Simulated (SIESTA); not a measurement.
Worked example: self-consistent single point of AlCo (Pm-3m, 2 atoms in the cell) in SIESTA.

Level of theory: GGA PBE, numerical atomic orbitals TZP, PseudoDojo PBE standard norm-conserving potentials (rewritten from UPF to PSML) (SIESTA).

```
AlCo
1.0
    2.79882     0.00000     0.00000
    0.00000     2.79882     0.00000
    0.00000     0.00000     2.79882
Al Co
1 1
Direct
  0.00000   0.00000   0.00000
  0.50000   0.50000   0.50000
```

Reference input (self-consistent single point, DFT, GGA PBE, numerical atomic orbitals TZP, PseudoDojo PBE standard norm-conserving potentials (rewritten from UPF to PSML)): XC.functional = GGA; XC.authors = PBE; potentials = PseudoDojo PBE standard; PAO.BasisSize = TZP; PAO.EnergyShift = 0.005 Ry; MeshCutoff = 350 Ry; kgrid.MonkhorstPack = 9 9 9 shifted by 0.5 0.5 0.5; OccupationFunction = FD; ElectronicTemperature = 100 meV; MaxSCFIterations = 150; SCF.Mixer.Method = Pulay; SCF.Mixer.Weight = 0.2. This run's input differs from it in these lines:

```diff
@@ -33,3 +33,3 @@
 OccupationFunction           FD
-ElectronicTemperature        100.0 meV
+ElectronicTemperature        200.0 meV
```

Output (repeated stretches shortened):

```
        iscf     Eharris(eV)        E_KS(eV)     FreeEng(eV)     dDmax    Ef(eV) dHmax(eV)
   scf:    1    -4196.534979    -4222.219153    -4222.319720  1.353281 -4.952544 15.868781
   scf:    2    -4225.948753    -4227.641232    -4227.755751  0.346979 -6.861248  3.010108
   scf:    3    -4227.974403    -4227.922915    -4228.040216  0.043541 -6.518659  0.295409
   scf:    4    -4227.934044    -4227.929705    -4228.052079  0.101930 -6.513673  0.071755
   scf:    5    -4227.929712    -4227.929767    -4228.052181  0.001130 -6.522744  0.011507
   scf:    6    -4227.928880    -4227.929325    -4228.052193  0.001819 -6.525512  0.001603
   scf:    7    -4227.929319    -4227.929323    -4228.052193  0.000111 -6.526118  0.002698
   scf:    8    -4227.929322    -4227.929322    -4228.052193  0.000109 -6.525880  0.000014
   scf:    9    -4227.929322    -4227.929322    -4228.052193  0.000001 -6.525882  0.000004
SCF Convergence by DM+H criterion
max |DM_out - DM_in|         :     0.0000007363
max |H_out - H_in|      (eV) :     0.0000044301
SCF cycle converged after 9 iterations

Using DM_out to compute the final energy and forces

siesta: E_KS(eV) =            -4227.9293

siesta: E_KS - E_eggbox =     -4227.9293

siesta: Atomic forces (eV/Ang):
     1    0.000000   -0.000000    0.000000
     2    0.000000   -0.000000   -0.000000
   Tot    0.000000   -0.000000   -0.000000
   Max    0.000000
   Res    0.000000    sqrt( Sum f_i^2 / 3N )
   Max    0.000000    constrained

Stress tensor Voigt[x,y,z,yz,xz,xy] (kbar):     -112.98     -112.98     -112.98       -0.00       -0.00       -0.00
(Free)E + p*V (eV/cell)    -4226.5061
Target enthalpy (eV/cell)    -4228.0522

siesta: Program's energy decomposition (eV):
siesta: FreeEng =     -4228.052193

   [... lines left out ...]
siesta:    -0.070518   -0.000000   -0.000000
siesta:    -0.000000   -0.070518    0.000000
siesta:    -0.000000   -0.000000   -0.070518

siesta: Cell volume =         21.924211 Ang**3

siesta: Pressure (static):
siesta:                Solid            Molecule  Units
siesta:           0.00076804          0.00076804  Ry/Bohr**3
siesta:           0.07051779          0.07051779  eV/Ang**3
siesta:         112.98195301        112.98195302  kBar
```

The run converged in 9 iterations. Against the reference run the free energy drops by 21.4 meV/atom and the pressure goes from 10.71 to 11.30 GPa.

The starting cell comes from a database of computed structures (which also holds hypothetical and non-ambient phases and stackings), without a prior relaxation at this level. Its lattice was rescaled by a random factor within 2.5 % of one. Spin polarisation is off. Values carry the incompleteness of an atom-centred basis. With a pressure of about 11 GPa the cell is away from its equilibrium volume at this level.

Cost on one core of a shared machine: roughly 40 s.
